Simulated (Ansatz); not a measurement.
Given:

```xyz
2
Lattice="4.7651 0.0000 0.0000 0.0000 4.7651 0.0000 2.3825 -2.3825 3.2874" Properties=species:S:1:pos:R:3 pbc="T T T"
Sr     0.0000     0.0000     0.0000
Te     4.7651     0.0000     3.2874
```

No spin polarisation.

All numbers come from plane-wave PAW DFT at the PBEsol level (Ansatz, a quantum-chemistry and plane-wave program, 420 eV), scalar-relativistic without spin-orbit coupling. Settings: 9×9×9 k-points, 0.05 eV Fermi–Dirac smearing.

Task: What gap character does the calculation give?

Result: Indirect, Γ → M.

Task: What space group does the calculation give?

Result: I4/mmm (No. 139).

Task: What is the computed band gap?

Result: 1.64 eV.

Task: What mean in-plane stress (compression positive) does the calculation give?

Result: -1.6 GPa.

Spin-orbit coupling, missing from the scalar runs, can matter with Te. The cells carry an imposed strain or load. Stability against distortions was not tested. The cell was made from SrTe in the rock salt structure (space group Fm-3m, No. 225) by this change: biaxial strain +2.00 %, plane normal [001], relaxed out of plane.
